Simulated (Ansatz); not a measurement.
The starting structures come from a database of crystals and need not be the phases stable at ambient conditions.

 Where the default PAW files enter, the runs use the earlier of Ansatz's two default sets.

Given:

```yaml
crystal:
  lattice:
    - [4.36380, 0.00000, 0.00000]
    - [0.00000, 8.88064, 0.00000]
    - [0.00000, 4.44032, 2.56362]
  atoms:
    - { symbol: Ba, position: [0.50000, 0.00000, 0.00000] }
    - { symbol: Zn, position: [0.00000, 0.66667, 0.00000] }
    - { symbol: B, position: [0.00000, 0.33333, 0.00000] }
    - { symbol: O, position: [0.00000, 0.61552, 0.69348] }
    - { symbol: O, position: [0.00000, 0.07548, 0.54004] }
    - { symbol: O, position: [0.00000, 0.30900, 0.76648] }
    - { symbol: F, position: [0.50000, 0.66667, 0.00000] }
```

Space group of this cell: P-6. The cell is taken as given; by PBEsol its mean pressure is -4.8 GPa.

Transport runs along the normal of the first two printed cell vectors, the (110) plane of the conventional cell.

The gap is the functional's own, uncorrected, and κ follows it; spin-orbit coupling is left out. Mid-gap values are interpolated between the computed energies.

**Question.** State the band gap and the smallest decay constant κ at mid-gap according to PBEsol (Ansatz, a first-principles code).

**Answer.** Gap 3.52 eV on a 8×12×12 mesh; κ = 0.355 1/Å, at the zone centre.
